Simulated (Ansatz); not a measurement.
The reference is MgO (space group P6_3/mmc, No. 194; a cell from a computed database, its experimental status unchecked).

Space group P6₃/mmc (No. 194); a = 3.494 Å, b = 3.494 Å, c = 4.194 Å, α = 90.00°, β = 90.00°, γ = 120.00°

| atom | site | symmetry | x | y | z |
|---|---|---|---|---|---|
| Mg | 2c | -6m2 | 0.3333 | 0.6667 | 0.2500 |
| O | 2d | -6m2 | 0.6667 | 0.3333 | 0.2500 |

Levels (all Ansatz, a program for electronic structure, PAW): PBEsol (420 eV, spin-orbit coupling left out); r2SCAN (500 eV, without spin-orbit coupling); HSE06 (420 eV, no spin-orbit coupling).

One geometry, relaxed with PBEsol, under each level:

```json
[
 {"level": "PBEsol", "band gap": "3.27 eV", "lowest conduction level above the VBM at special points": "Γ 3.27 eV; A 6.31 eV; M 6.83 eV; K 7.13 eV", "electron mass": "0.37 mₑ along c, 0.33 mₑ across (at Γ)", "hole mass": "0.39 mₑ along c, 2.0 mₑ across (at Γ)", "pressure": "0.00 GPa"},
 {"level": "r2SCAN", "band gap": "4.05 eV", "lowest conduction level above the VBM at special points": "Γ 4.05 eV; A 7.10 eV; M 7.64 eV; K 7.93 eV", "electron mass": "0.40 mₑ along c, 0.36 mₑ across (at Γ)", "hole mass": "0.43 mₑ along c, 2.0 mₑ across (at Γ)", "pressure": "-1.01 GPa"},
 {"level": "HSE06", "band gap": "5.00 eV", "lowest conduction level above the VBM at special points": "Γ 5.00 eV; A 8.13 eV; M 8.68 eV", "electron mass": "–", "hole mass": "–", "pressure": "–"}
]
```

Single points use the geometry relaxed with PBEsol. Their cutoffs differ, which shifts pressures a little. Masses are band curvatures over ±0.01 Å⁻¹ around the edge. No phonon test of stability was made. This is not the structure that MgO has at room temperature and ambient pressure.
